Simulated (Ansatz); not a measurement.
Reference: GaN (P6_3mc), PBEsol with spin-orbit coupling, rigid bands (plane waves, PAW; Ansatz, a program for electronic structure); axes and stresses refer to this cell.

```
GaN
1.0
    3.18258     0.00000     0.00000
   -1.59129     2.75620     0.00000
    0.00000     0.00000     5.18546
Ga N
2 2
Direct
  0.66667   0.33333   0.49919
  0.33333   0.66667   0.99919
  0.66667   0.33333   0.87581
  0.33333   0.66667   0.37581
```

* **electron mass along x**: 0.186 mₑ
* **Seebeck coefficient, p-type 1e19 cm⁻³**: 420 μV/K
* **hole mass along x**: 1.44 mₑ

Problem. After one change the values are electron mass along x 0.21 mₑ; Seebeck coefficient, p-type 1e19 cm⁻³ 413 μV/K; hole mass along x 1.36 mₑ. Which change was made?
(A) hydrostatic pressure -2 GPa
(B) hydrostatic pressure 10 GPa
(C) hydrostatic pressure 2 GPa

Solution. B, hydrostatic pressure 10 GPa

Masses are for dilute carriers at 300 K, harmonic means over directions unless an axis is named. Seebeck coefficients are for the stated density at 300 K, with one relaxation time for all states and whether or not that doping can be reached. Stresses and pressures are the targets of the relaxation.  The structure type is held under load, also where the real crystal would transform.
